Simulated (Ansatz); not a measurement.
Abridged Ansatz (a quantum-chemistry and plane-wave program) output:

```
Pseudopotential: Na, paw, valence charge 9
Pseudopotential: H, paw, valence charge 1
Pseudopotential: O, paw, valence charge 6
Crystal: 6 atoms, lattice volume = 62.457 Å³
Basis set: ecut = 420 eV, 1229 PW (Γ), exchange–correlation on 80×80×48 points (8 copies of the dense FFT grid, shifted against one another)
Bands: 22, of which v1, the nominal top of the filled ones, is band 16 counted from 1 (15 counted from 0)
Symmetry: 8 space group operations
k-points: 186 of 1000
Functional: x = pbesol(κ = 0.804, μ = 0.12345679012345678), c = pbesol(β = 0.046)
SCF iter   1: F=—  HF=-4107.672886 eV  |F-HF|=—  |Δ(HF+E_count)|=         —  Δρ=9.96e-3  dr2=4.71e-2  ethr=1.77e-3  ⟨swp⟩=5.9  Hψ=19055  notcnv=0  defer=54
SCF iter   2: F=—  HF=-4107.661963 eV  |F-HF|=—  |Δ(HF+E_count)|=   1.09e-2  Δρ=5.48e-3  dr2=1.32e-2  ethr=1.47e-4  ⟨swp⟩=2.0  Hψ=7910  notcnv=0  defer=264
SCF 1 converged in 8 iterations: F = -4107.658428 eV  dr2 = 1.98e-11
SCF converged after 8 iterations
Free energy (F): -4107.658428 eV
Internal energy: -4107.658428 eV  (E = F + TS)
E sigma→0 (E₀):  -4107.658428 eV
Fermi energy:    3.592150 eV
--- Forces (eV/Å), atoms counted from 1 ---
  atom   1  Na     0.00000000     0.00030762     0.00000000
  atom   2  Na    -0.00000000    -0.00030762     0.00000000
  atom   3  H      0.00000000     0.00123859     0.00000000
  atom   4  H     -0.00000000    -0.00123859     0.00000000
  atom   5  O      0.00000000     0.00083013     0.00000000
  atom   6  O     -0.00000000    -0.00083013     0.00000000
--- Stress (GPa, compression-positive) ---
        0.007336       0.000000      -0.000000
        0.000000       0.002326      -0.000000
       -0.000000      -0.000000       0.007542
  P = ⅓ Tr σ = 0.0057 GPa (0.057 kbar)
```

Question: What was computed, and what are the main results?

Answer: NaOH, 6 atoms in the cell, with Ansatz, PBEsol, PAW, cutoff 420 eV, no spin-orbit coupling. The last SCF converged to F = -4107.658428 eV, or -684.6097 eV per atom, at a pressure of 0.01 GPa. The total energy compares only with runs of the same code, potentials and settings.

Stability against distortions was not tested. The cell is NaOH (space group Cmcm, No. 63; a cell from a computed database, its experimental status unchecked; layered, stacked along the Cartesian y axis). No dispersion term is included in the PBEsol runs.
